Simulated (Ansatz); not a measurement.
Abridged Ansatz (a program for electronic structure) output:

```
Relaxation: its limit of steps is 50 (relax.max_steps)
Pseudopotential: Si, paw, valence charge 4
Pseudopotential: Mo, paw, valence charge 14
Crystal: 3 atoms, lattice volume = 41.591 Å³
Basis set: ecut = 420 eV, 825 PW (Γ), exchange–correlation on 48×48×64 points (8 copies of the dense FFT grid, shifted against one another)
Bands: 15, of which v1, the nominal top of the filled ones, is band 11 counted from 1 (10 counted from 0)
Symmetry: 16 space group operations
k-points: 1183 of 15625
Functional: x = pbesol(κ = 0.804, μ = 0.12345679012345678), c = pbesol(β = 0.046)
SCF iter   1: F=—  HF=-6142.166150 eV  |F-HF|=—  |Δ(HF+E_count)|=         —  Δρ=4.96e-3  dr2=7.32e-3  ethr=1.77e-3  ⟨swp⟩=5.1  Hψ=100052  notcnv=0
SCF iter   2: F=—  HF=-6142.164901 eV  |F-HF|=—  |Δ(HF+E_count)|=   1.25e-3  Δρ=2.45e-3  dr2=1.51e-3  ethr=3.33e-5  ⟨swp⟩=1.5  Hψ=29308  notcnv=0
SCF 1 converged in 6 iterations: F = -6142.164558 eV  dr2 = 3.81e-9
relax step   1: F+E_penalty+E_count = -6142.16455826 eV  Δ(F+E_penalty+E_count) = +0.000e0 eV  max|allowed force component| = 4.184e-2 eV/Å  Δτ_max = 0.0000 Å  P = -7.712 GPa  Ω = 41.591 Å³  fix = [a, b, gamma]  reactions: a -12.924, b -12.924 GPa  (6 SCF iters, dr2 threshold 1.00e-7 eV, accepted)
[... steps on the carried basis left out ...]
relax step   4: F+E_penalty+E_count = -6142.16648180 eV  Δ(F+E_penalty+E_count) = -1.909e-6 eV  max|allowed force component| = 1.208e-3 eV/Å  Δτ_max = 0.0002 Å  P = -8.827 GPa  Ω = 41.812 Å³  energy of the carried Pulay correction = -4.676e-5 eV  fix = [a, b, gamma]  reactions: a -13.242, b -13.242 GPa  (3 SCF iters, dr2 threshold 1.82e-9 eV, accepted)
Crystal: 3 atoms, lattice volume = 41.812 Å³
SCF iter   1: F=—  HF=-6142.166525 eV  |F-HF|=—  |Δ(HF+E_count)|=         —  Δρ=5.07e-5  dr2=2.47e-8  ethr=2.70e-8  ⟨swp⟩=3.1  Hψ=153346  notcnv=0
SCF iter   2: F=—  HF=-6142.166527 eV  |F-HF|=—  |Δ(HF+E_count)|=   2.57e-6  Δρ=2.57e-5  dr2=6.33e-9  ethr=1.12e-10  ⟨swp⟩=1.6  Hψ=21654  notcnv=0
SCF 5 converged in 5 iterations: F = -6142.166527 eV  dr2 = 6.55e-13
SCF converged after 5 iterations
Free energy (F): -6142.166527 eV
Internal energy: -6142.156583 eV  (E = F + TS)
E sigma→0 (E₀):  -6142.161555 eV
Entropy (-TS):   -0.009944 eV (-3.315 meV/atom)
Fermi energy:    15.069425 eV
--- Forces (eV/Å), atoms counted from 1 ---
  atom   1  Si    -0.00000000     0.00000000    -0.00118804
  atom   2  Si     0.00000000    -0.00000000     0.00118804
  atom   3  Mo    -0.00000000     0.00000000     0.00000000
--- Stress (GPa, compression-positive) ---
      -13.239977      -0.000000       0.000000
       -0.000000     -13.239977      -0.000000
        0.000000      -0.000000       0.003286
  P = ⅓ Tr σ = -8.8256 GPa (-88.256 kbar)
--- Relaxed structure (4 steps of the walk, 4 accepted, 1 SCFs on fresh bases) ---
  cell:  # Å, volume = 41.8116 Å³
    - [3.2857748414, 4.797639662465434e-113, -7.591248624884609e-34]
    - [4.797639662465434e-113, 3.2857748414, 5.172608320527576e-35]
    - [1.6428874207, -1.6428874207, 3.8727662426523537]
  atoms:
    - { symbol: Si, position: [0.335411204237773, 0.664588795762227, 0.329177591524454] }
    - { symbol: Si, position: [0.6645887957622271, 0.33541120423777293, 0.6708224084755459] }
    - { symbol: Mo, position: [1.6417327762035125e-20, -1.6417327762034963e-20, -3.283465552407004e-20] }
```

Task: What was computed, and what are the main results?

Result: MoSi2, 3 atoms in the cell, with DFT with PBEsol, PAW potentials and a 420 eV plane-wave cutoff in Ansatz, no SOC. The last SCF converged to F = -6142.166527 eV, or -2047.3888 eV per atom, at a pressure of -8.83 GPa. The total energy compares only with runs of the same code, potentials and settings.

The cells carry an imposed strain or load. No phonon test of stability was made. All final runs are without spin polarisation. The cell was made from MoSi$_{2}$ (space group I4/mmm, No. 139) by this change: biaxial strain +3.00 %, plane normal [001], relaxed out of plane.

Keys are those of Ansatz 0.2.
